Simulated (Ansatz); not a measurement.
Consider TiB₂ (space group P6/mmm, No. 191).

```xyz
3
Lattice="2.9939 0.0000 0.0000 -1.4970 2.5928 0.0000 0.0000 0.0000 3.1595" Properties=species:S:1:pos:R:3 pbc="T T T"
Ti     0.0000     0.0000     0.0000
B      1.4970     0.8643     1.5798
B      0.0000     1.7285     1.5798
```

Cartesian axes are those of the cell as printed.

All numbers come from LDA in Ansatz (plane waves to 420 eV, PAW, no SOC).

For the base:

```
Item        Value
--------  -------
Pressure  0.0 GPa
```

The change: uniaxial strain ε_xx = −1.50 %, all other strain components held at zero; the atoms relax in the strained cell.

Problem. Estimate the effect on the energy relative to the base and pressure.

Solution. The energy increases by 4.2 meV/atom; the pressure (mean of the normal stresses, compression positive) goes from zero to 4.7 GPa.

A case with no gap was solved on a k-mesh chosen for an insulator, which is coarse for it. Without a gap, meshes like the base's 13×13×10 leave anisotropic stresses uncertain by several tenths of a GPa, and small strain energies with them. No phonon test of stability was made. All final runs are without spin polarisation.

Ansatz is a program for electronic structure.
